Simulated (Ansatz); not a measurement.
Zr under a change: Zr → Nb

The parent structure is Zr in the hcp (Mg type) structure (space group P6_3/mmc, No. 194; a = 3.184 Å, c = 5.117 Å).

The change: full substitution Zr → Nb; the structure is relaxed again.

Computed with Ansatz (a program for electronic structure), PBEsol, PAW, cutoff 420 eV, scalar-relativistic without spin-orbit coupling. Settings: 19×19×9 k-points, 0.05 eV Fermi–Dirac smearing, for the changed cell.

```csv
quantity,base,changed,shift
volume per atom,22.46 Å³,18.03 Å³,-4.43 Å³
lattice parameter a,3.184 Å,2.833 Å,-0.3516 Å
c/a ratio,1.607,1.832,+0.225
shortest interatomic distance,3.150 Å,2.833 Å,-0.3177 Å
band gap,zero,zero,–
```

Final structure:

```
CELL_PARAMETERS angstrom
      2.83263     0.00000     0.00000
     -1.41632     2.45313     0.00000
      0.00000     0.00000     5.19046
ATOMIC_POSITIONS crystal
  Nb 0.33333 0.66667 0.75000
  Nb 0.66667 0.33333 0.25000
```

Cost of the whole job for the changed cell (relaxation, final SCF and bands): around 80 core-seconds (rough).

Whether these cells are dynamically stable was not tested. For Nb in this form, whether it has been made was not checked. The final runs are not spin-polarised. This is not the structure that Nb has at room temperature and ambient pressure.
